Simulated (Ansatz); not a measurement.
**What pressure 9 GPa does to ZrO2**

Consider ZrO₂ (space group P4_2/nmc, No. 137; a = 3.584 Å, c = 5.177 Å).

The change: cell and atoms relaxed at a pressure of 9 GPa.

The values are results of Kohn–Sham DFT with the PBEsol functional, run in Ansatz (an electronic-structure program) with PAW and 420 eV plane waves, without spin-orbit coupling, not measurements. Settings: 9×9×7 k-points, 0.05 eV Fermi–Dirac smearing.

The volume per atom falls by 0.47 Å³ to 10.62 Å³ and the density grows by 0.27 g/cm³, from 6.15 g/cm³ to 6.42 g/cm³. The lattice parameter a falls by 0.0409 Å to 3.544 Å and the c/a ratio decreases by 0.0127 to 1.432. The shortest interatomic distance is nearly the same (2.074 Å against 2.072 Å) and the enthalpy H = E + PV relative to the base's energy amounts to +0.61 eV/atom. The band gap shrinks by 0.03 eV (4.00 eV → 3.97 eV) and the gap character becomes indirect, A → Γ (base: indirect, M–Γ (56 % along) → Γ). The electron mass becomes 2.0 mₑ along c, 0.55 mₑ across (at Γ) (base: 2.1 mₑ along c, 0.57 mₑ across (at Γ)).

Cost of the whole job for the changed cell (relaxation, final SCF and bands): roughly 80 core-seconds.

Load acts through the strain it causes; cell and atoms are relaxed under it. Masses are band curvatures over ±0.01 Å⁻¹ around the edge. No phonon test of stability was made. Competing high-pressure phases were not computed. This is not the structure that ZrO2 has at room temperature and ambient pressure.
